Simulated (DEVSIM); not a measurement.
System: Ni/SiON/SiO2/n-Si capacitor, at 300 K.

```tsv
layer (left to right)	material	thickness (nm)	Nd (cm⁻³)
1	SiON	12.0	-
2	SiO2	0.540	-
3	Si	4400	1.7e16
```

Metal gate on the left, work function 5.1 eV. Fixed charge at the semiconductor interface 1.2e12 cm⁻² (in units of +e); no interface traps.

The device is made up for the run: typed textbook-type constants, with dimensions and the other settings drawn at random. Values at 300 K.

```
parameter      SiON  SiO2       Si
-------------  ----  ----  -------
gap (eV)          7     9    1.124
affinity (eV)   1.4   0.9     4.05
permittivity    5.5   3.9     11.7
Nc (cm⁻³)         -     -  2.86e19
Nv (cm⁻³)         -     -   3.1e19
```

DEVSIM, 1D Poisson equation in equilibrium, Boltzmann statistics, complete ionisation; no quantum confinement or tunnelling. Metal contacts follow the ideal Schottky-Mott rule: no Fermi-level pinning, no interface dipoles.

Tabulate band edges, carrier densities and field at 1.4 V on the gate.

Energies count from the Fermi level of the right contact; mesh points crowd at the junctions.

```tsv
x (μm)	Ec (eV)	Ev (eV)	n (cm⁻³)	p (cm⁻³)	field (V/cm)
0.000	2.300	-4.700	< 1e2	< 1e2	290000
0.001492	2.343	-4.657	< 1e2	< 1e2	290000
0.004519	2.431	-4.569	< 1e2	< 1e2	290000
0.008630	2.551	-4.449	< 1e2	< 1e2	290000
0.01159	2.637	-4.363	< 1e2	< 1e2	290000
0.01230	3.161	-5.839	< 1e2	< 1e2	410000
0.01337	0.042	-1.082	5.6e18	< 1e2	210000
0.01770	0.094	-1.030	7.6e17	150	74000
0.02662	0.134	-0.990	1.6e17	730	29000
0.04816	0.169	-0.955	4.2e16	2800	8800
0.09719	0.188	-0.936	2.0e16	5800	1400
0.2923	0.192	-0.932	1.7e16	6800	≈ 0
0.6893	0.192	-0.932	1.7e16	6800	≈ 0
1.647	0.192	-0.932	1.7e16	6800	≈ 0
3.470	0.192	-0.932	1.7e16	6800	≈ 0
4.023	0.192	-0.932	1.7e16	6800	≈ 0
4.252	0.192	-0.932	1.7e16	6800	≈ 0
4.344	0.192	-0.932	1.7e16	6800	≈ 0
4.393	0.192	-0.932	1.7e16	6800	≈ 0
4.405	0.192	-0.932	1.7e16	6800	≈ 0
4.410	0.192	-0.932	1.7e16	6800	≈ 0
4.412	0.192	-0.932	1.7e16	6800	≈ 0
```
